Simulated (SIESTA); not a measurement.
Input and output of a self-consistent single point for Hf₃Pt (P1, 8 atoms in the cell) (SIESTA).

Level of theory: GGA PBEsol, numerical atomic orbitals TZP, PseudoDojo PBEsol standard norm-conserving potentials (rewritten from UPF to PSML) (SIESTA 5.4.2).

The change in words: atoms moved at random. Reference geometry:
```
CELL_PARAMETERS angstrom
      5.98855     0.00000     0.00000
     -2.99428     5.18624     0.00000
      0.00000     0.00000     5.13953
ATOMIC_POSITIONS crystal
  Hf 0.34345 0.17172 0.75000
  Hf 0.65655 0.82827 0.25000
  Hf 0.17172 0.34345 0.25000
  Hf 0.82827 0.65655 0.75000
  Hf 0.82827 0.17172 0.75000
  Hf 0.17172 0.82827 0.25000
  Pt 0.66667 0.33333 0.25000
  Pt 0.33333 0.66667 0.75000
```

Reference input (self-consistent single point, DFT, GGA PBEsol, numerical atomic orbitals TZP, PseudoDojo PBEsol standard norm-conserving potentials (rewritten from UPF to PSML)): XC.functional = GGA; XC.authors = PBEsol; potentials = PseudoDojo PBEsol standard; PAO.BasisSize = TZP; PAO.EnergyShift = 0.01 Ry; MeshCutoff = 300 Ry; kgrid.MonkhorstPack = 4 4 4; OccupationFunction = MP; OccupationMPOrder = 0; ElectronicTemperature = 100 meV; MaxSCFIterations = 150; SCF.Mixer.Method = Broyden. This run's input differs from it in these lines:

```diff
@@ -18,10 +18,10 @@
 %block AtomicCoordinatesAndAtomicSpecies
-     1.542575623    0.890606377    3.854647500  1
-     1.451699377    4.295629623    1.284882500  1
-     0.000000000    1.781212754    1.284882500  1
-     2.994275000    3.405023246    3.854647500  1
-     4.445974377    0.890606377    3.854647500  1
-    -1.451699377    4.295629623    1.284882500  1
-     2.994277994    1.728743605    1.284882500  2
-    -0.000002994    3.457492395    3.854647500  2
+     1.454490041    0.915749249    3.866468419  1
+     1.374878257    4.285205289    1.342440096  1
+     0.015630115    1.784075556    1.263373567  1
+     3.044644694    3.423299541    3.909321820  1
+     4.429383099    0.864701128    3.897254204  1
+    -1.459490480    4.314403797    1.222591396  1
+     3.051974679    1.704487579    1.241993122  2
+     0.065589594    3.453021860    3.814682515  2
 %endblock AtomicCoordinatesAndAtomicSpecies
```

Output (repeated stretches shortened):

```
        iscf     Eharris(eV)        E_KS(eV)     FreeEng(eV)     dDmax    Ef(eV) dHmax(eV)
   scf:    1   -16115.908230   -16249.225776   -16249.263458  1.401578 -2.512024 33.018666
   scf:    2   -16217.435020   -16288.943926   -16288.978956  0.359142 -2.783893 15.026180
   scf:    3   -16314.192466   -16305.381446   -16305.412822  0.177190 -3.034094  3.592795
   scf:    4   -16303.597973   -16306.393568   -16306.436967  0.153167 -3.272587  4.581818
   scf:    5   -16307.420802   -16307.020697   -16307.064675  0.033915 -3.367040  2.884632
   [... 4 lines left out ...]
   scf:   10   -16307.504607   -16307.503182   -16307.546720  0.000833 -3.394241  0.100303
   scf:   11   -16307.503967   -16307.503820   -16307.547322  0.000839 -3.394579  0.002741
   scf:   12   -16307.503844   -16307.503832   -16307.547324  0.000139 -3.394916  0.001547
   scf:   13   -16307.503849   -16307.503840   -16307.547325  0.000096 -3.395214  0.000830
SCF Convergence by DM+H criterion
max |DM_out - DM_in|         :     0.0000955363
max |H_out - H_in|      (eV) :     0.0008298746
SCF cycle converged after 13 iterations

Using DM_out to compute the final energy and forces

siesta: E_KS(eV) =           -16307.5038

siesta: E_KS - E_eggbox =    -16307.5038

siesta: Atomic forces (eV/Ang):
     1    0.615290    0.278222   -0.415584
     2    0.743251    0.156963   -0.082734
     3   -0.227578   -0.285995    0.246693
     4   -0.035172   -0.397983   -0.432193
     5   -0.498788    0.057582   -0.178788
     6   -0.373942    0.000053    0.547393
     7   -0.072320    0.147173    0.164444
     8   -0.155242    0.041844    0.147868
   Tot   -0.004499   -0.002142   -0.002902
   Max    0.743251
   Res    0.327786    sqrt( Sum f_i^2 / 3N )
   Max    0.743251    constrained

   [... lines left out ...]
siesta: FreeEng =    -16307.547325
   [... lines left out ...]
siesta:     0.050516   -0.001437   -0.005857
siesta:    -0.001437    0.047268   -0.001793
siesta:    -0.005857   -0.001793    0.049260

siesta: Cell volume =        159.623695 Ang**3

siesta: Pressure (static):
siesta:                Solid            Molecule  Units
siesta:          -0.00053384         -0.00046735  Ry/Bohr**3
siesta:          -0.04901512         -0.04291015  eV/Ang**3
siesta:         -78.53087488        -68.74963387  kBar
```

The run converged in 13 iterations. Against the reference run the free energy rises by 14.1 meV/atom, the pressure goes from -8.32 to -7.85 GPa and the largest force goes from 0.014 to 0.793 eV/Å.

The starting cell comes from a database of computed structures (which also holds hypothetical and non-ambient phases and stackings), without a prior relaxation at this level. For this run, on top of that: atoms moved at random. Spin polarisation is off. Values carry the incompleteness of an atom-centred basis. With a pressure of about -8 GPa the cell is away from its equilibrium volume at this level.

Cost on one core of a shared machine: roughly 2 min.
